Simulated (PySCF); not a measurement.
PySCF 2.14.0, B3LYP/def2-tzvp, df: Sn(I)2 ([I][Sn][I]), 3 atoms. The geometry is a generated start, not checked to be a minimum at this level.

```json
{
 "task": "energy",
 "method": "b3lyp",
 "basis": "def2-tzvp",
 "two_electron_scheme": "density fitting",
 "mol.max_memory": "3000 MB",
 "mf.max_cycle": "100",
 "mf.init_guess": "minao (default)",
 "mf.conv_tol": "1e-09 (default)",
 "mf.grids.level": "3 (default)",
 "effective_core_potentials": "those of the basis set, past Kr",
 "basis_functions": "150",
 "grid_points": "65880"
}
```

```xyz
3

Sn     0.0324     0.0195     1.1265
I      1.0673    -1.8684    -0.5638
I     -1.0996     1.8489    -0.5626
```

With the defaults (mf.DIIS = CDIIS, mf.diis = true, mf.damp = 0, mf.diis_start_cycle = 1, mf.level_shift = 0, mf.diis_space = 8, mf.diis_damp = 0) it converges in 14 Fock builds. One run each on 2 threads, 1 BLAS thread, with these changes:
- mf.diis = false
- mf.level_shift = 0.3 Hartree
- mf.diis_space = 20
- mf.DIIS = EDIIS
- mf.diis_space = 3
- mf.diis = false, mf.damp = 0.7, mf.diis_start_cycle = 999
- mf.diis_space = 5
- mf.diis_damp = 0.3
- mf.level_shift = 0.1 Hartree

Q: Which runs fail or end elsewhere than the default run?

A: No convergence: mf.DIIS = EDIIS; mf.diis = false (the run ends without SCF convergence in 100 cycles). The rest reach the solution of the defaults.

```tsv
setting	Fock builds	end
the defaults	14	same solution
mf.diis_space = 20	14	same solution
mf.diis_damp = 0.3	14	same solution
mf.level_shift = 0.1 Hartree	15	same solution
mf.diis_space = 5	16	same solution
mf.level_shift = 0.3 Hartree	22	same solution
mf.diis_space = 3	22	same solution
mf.diis = false, mf.damp = 0.7, mf.diis_start_cycle = 999	32	same solution
mf.DIIS = EDIIS	101	no convergence
mf.diis = false	101	no convergence
```
